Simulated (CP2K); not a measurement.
# CP2K run on PbN₂O₆ (Pa-3, 36 atoms in the cell): self-consistent single point

Level of theory: PBEsol, GPW, DZVP-MOLOPT-SR-GTH basis, GTH-PBE potentials (GTH_POTENTIALS) (CP2K 2026.2).

The input file:

```
&GLOBAL
  PROJECT scf
  RUN_TYPE ENERGY_FORCE
  PRINT_LEVEL LOW
&END GLOBAL
&FORCE_EVAL
  METHOD Quickstep
  STRESS_TENSOR ANALYTICAL
  &DFT
    BASIS_SET_FILE_NAME BASIS_MOLOPT
    POTENTIAL_FILE_NAME GTH_POTENTIALS
    &QS
      METHOD GPW
      EPS_DEFAULT 1E-10
    &END QS
    &MGRID
      CUTOFF 450
      REL_CUTOFF 50
      NGRIDS 4
    &END MGRID
    &SCF
      SCF_GUESS ATOMIC
      EPS_SCF 1E-7
      MAX_SCF 100
      ADDED_MOS 32
      &DIAGONALIZATION
        ALGORITHM STANDARD
      &END DIAGONALIZATION
      &MIXING
        METHOD BROYDEN_MIXING
        ALPHA 0.4
        NBUFFER 10
      &END MIXING
      &SMEAR ON
        METHOD GAUSSIAN
        SIGMA [eV] 0.01
      &END SMEAR
    &END SCF
    &KPOINTS
      SCHEME MONKHORST-PACK 3 3 3
    &END KPOINTS
    &XC
      &XC_FUNCTIONAL
        &PBE
          PARAMETRIZATION PBESOL
        &END PBE
      &END XC_FUNCTIONAL
    &END XC
    &PRINT
      &MO
        EIGENVALUES T
        OCCUPATION_NUMBERS T
        NDIGITS 8
        FILENAME mo
        &EACH
          QS_SCF 0
        &END EACH
        ADD_LAST NUMERIC
      &END MO
      &MULLIKEN OFF
      &END MULLIKEN
    &END PRINT
  &END DFT
  &SUBSYS
    &CELL
      ABC 7.82245000 7.82245000 7.82245000
      ALPHA_BETA_GAMMA 90.00000000 90.00000000 90.00000000
      PERIODIC XYZ
    &END CELL
    &COORD
      Pb       0.00000000     3.91122500     3.91122500
      Pb       3.91122500     3.91122500     0.00000000
      Pb       3.91122500     0.00000000     3.91122500
      Pb       0.00000000     0.00000000     0.00000000
      N        2.71423370     2.71423370     2.71423370
      N        5.10821630     5.10821630     5.10821630
      N        1.19699130     5.10821630     6.62545870
      N        6.62545870     2.71423370     1.19699130
      N        6.62545870     1.19699130     5.10821630
      N        1.19699130     6.62545870     2.71423370
      N        5.10821630     6.62545870     1.19699130
      N        2.71423370     1.19699130     6.62545870
      O        6.07155102     2.23941099     0.16904314
      O        1.75089898     5.58303901     7.65340686
      O        5.66212398     5.58303901     4.08026814
      O        2.16032602     2.23941099     3.74218186
      O        2.16032602     1.67181401     7.65340686
      O        5.66212398     6.15063599     0.16904314
      O        1.75089898     6.15063599     3.74218186
      O        6.07155102     1.67181401     4.08026814
      O        0.16904314     6.07155102     2.23941099
      O        7.65340686     1.75089898     5.58303901
      O        4.08026814     5.66212398     5.58303901
      O        3.74218186     2.16032602     2.23941099
      O        7.65340686     2.16032602     1.67181401
      O        0.16904314     5.66212398     6.15063599
      O        3.74218186     1.75089898     6.15063599
      O        4.08026814     6.07155102     1.67181401
      O        2.23941099     0.16904314     6.07155102
      O        5.58303901     7.65340686     1.75089898
      O        5.58303901     4.08026814     5.66212398
      O        2.23941099     3.74218186     2.16032602
      O        1.67181401     7.65340686     2.16032602
      O        6.15063599     0.16904314     5.66212398
      O        6.15063599     3.74218186     1.75089898
      O        1.67181401     4.08026814     6.07155102
    &END COORD
    &KIND Pb
      BASIS_SET DZVP-MOLOPT-SR-GTH-q4
      POTENTIAL GTH-PBE-q4
    &END KIND
    &KIND N
      BASIS_SET DZVP-MOLOPT-SR-GTH-q5
      POTENTIAL GTH-PBE-q5
    &END KIND
    &KIND O
      BASIS_SET DZVP-MOLOPT-SR-GTH-q6
      POTENTIAL GTH-PBE-q6
    &END KIND
  &END SUBSYS
  &PRINT
    &FORCES ON
    &END FORCES
    &STRESS_TENSOR ON
    &END STRESS_TENSOR
  &END PRINT
&END FORCE_EVAL
```

The program printed (abridged):

```
 GLOBAL| Method name                                                        CP2K
 GLOBAL| Project name                                                        scf
 GLOBAL| Run type                                                   ENERGY_FORCE

 TOTAL NUMBERS AND MAXIMUM NUMBERS

  Total number of            - Atomic kinds:                                   3
                             - Atoms:                                         36
                             - Shell sets:                                    36
                             - Shells:                                       180
                             - Primitive Cartesian functions:                180
                             - Cartesian basis functions:                    504
                             - Spherical basis functions:                    468

  Maximum angular momentum of- Orbital basis functions:                        2
                             - Local part of the GTH pseudopotential:          2
                             - Non-local part of the GTH pseudopotential:      4

 SCF PARAMETERS         Density guess:                                    ATOMIC
                        max_scf:                                             100
                        max_diis:                                              4
                        eps_scf:                                        1.00E-07
                        eps_diis:                                       1.00E-01
                        eps_eigval:                                     1.00E-05
                        level_shift [a.u.]:                             0.000000
                        added MOs                                        32    0
                        Mixing method:                            BROYDEN_MIXING
                                                charge density mixing in g-space
                        Smear method:                                   GAUSSIAN
                        Smearing width (sigma) [a.u.]:                  3.67E-04
                        Accuracy threshold:                             1.00E-10
                        No outer SCF

 Extrapolation method: initial_guess

 Number of electrons:                                                        200
 Number of occupied orbitals:                                                100
 Number of molecular orbitals:                                               132

 Number of orbital functions:                                                468
 Number of independent orbital functions:                                    468

 SCF WAVEFUNCTION OPTIMIZATION

  Step     Update method      Time    Convergence         Total energy    Change
     1 NoMix/Diag. 0.40E+00      -     0.77305628      -478.6181887070 -4.79E+02
     2 Broy./Diag. 0.40E+00      -     0.31080643      -461.0630819780  1.76E+01
     3 Broy./Diag. 0.40E+00      -     0.08523062      -476.5239171715 -1.55E+01
     4 Broy./Diag. 0.40E+00      -     0.01948608      -476.3412177348  1.83E-01
     5 Broy./Diag. 0.40E+00      -     0.00305853      -476.8268604240 -4.86E-01
     6 Broy./Diag. 0.40E+00      -     0.00071222      -476.3395983736  4.87E-01
     7 Broy./Diag. 0.40E+00      -     0.00032618      -476.3169441878  2.27E-02
     8 Broy./Diag. 0.40E+00      -     0.00008993      -476.3244728526 -7.53E-03
     9 Broy./Diag. 0.40E+00      -     0.00001213      -476.3251537185 -6.81E-04
    10 Broy./Diag. 0.40E+00      -     0.00000250      -476.3252895003 -1.36E-04
    11 Broy./Diag. 0.40E+00      -     0.00000082      -476.3252891046  3.96E-07
    12 Broy./Diag. 0.40E+00      -     0.00000060      -476.3252902296 -1.12E-06
    13 Broy./Diag. 0.40E+00      -     0.00000005      -476.3252972181 -6.99E-06

  *** SCF run converged in    13 steps ***

  Electronic density on regular grids:       -200.0000000025       -0.0000000025
  Core density on regular grids:              199.9999999875       -0.0000000125
  Total charge density on r-space grids:       -0.0000000150
  Total charge density g-space grids:          -0.0000000150

  Overlap energy of the core charge distribution:               0.00000006156755
  Self energy of the core charge distribution:              -1224.67127555082379
  Core Hamiltonian energy:                                    345.71897916247417
  Hartree energy:                                             508.85550250462768
  Exchange-correlation energy:                               -106.22850339599474
  Smearing free energy correction:                              0.00000000000000
  Fermi energy:                                                 0.07947298302817

  Total energy:                                              -476.32529721814910
  Total energy (extrapolated to sigma->0):                   -476.32529721814910

 ENERGY| Total FORCE_EVAL ( QS ) energy [hartree]           -476.325298797893936

 FORCES| Atomic forces [hartree/bohr]
 FORCES|   Atom     x               y               z               |f|
 FORCES|      1 -6.04975227E-14  4.32176024E-13  4.73294634E-13   6.43773156E-13
 FORCES|      2  4.33672509E-13  4.70021618E-13 -6.19231622E-14   6.42515871E-13
 FORCES|      3  4.71298714E-13 -5.97451015E-14  4.31217337E-13   6.41592041E-13
 FORCES|      4 -7.80506911E-16 -8.77466995E-16 -5.09001574E-15   5.22373426E-15
 FORCES|      5  9.27316294E-04  9.27313754E-04  9.27317771E-04   1.60615832E-03
 FORCES|      6 -9.27316294E-04 -9.27313754E-04 -9.27317771E-04   1.60615832E-03
   [... 25 lines left out ...]
 FORCES|     32 -2.50400962E-03  6.13653047E-03 -2.88535497E-03   7.22857826E-03
 FORCES|     33  2.50400962E-03  6.13653047E-03 -2.88535497E-03   7.22857826E-03
 FORCES|     34 -2.50400962E-03 -6.13653047E-03  2.88535497E-03   7.22857826E-03
 FORCES|     35 -2.50400962E-03  6.13653047E-03  2.88535497E-03   7.22857826E-03
 FORCES|     36  2.50400962E-03 -6.13653047E-03 -2.88535497E-03   7.22857826E-03
 FORCES| Sum     1.57585056E-12  1.56012009E-12  1.54732477E-12
 FORCES| Total atomic force                                       2.70397737E-12

 STRESS| Analytical stress tensor [bar]
 STRESS|                        x                   y                   z
 STRESS|      x        2.31070310432E+04   9.61251407554E-08   9.64770235377E-08
 STRESS|      y        9.61251407554E-08   2.31070283027E+04   9.87263620919E-08
 STRESS|      z        9.64770235377E-08   9.87263620919E-08   2.31070637360E+04
 STRESS| 1/3 Trace                                             2.31070410273E+04
```

The run converged in 13 iterations.

The starting cell comes from a database of computed structures (which also holds hypothetical and non-ambient phases and stackings), without a prior relaxation at this level. Values carry the incompleteness of an atom-centred basis. The potentials were made for another functional than the one used.

Cost on one core of a shared machine: roughly 2 min.
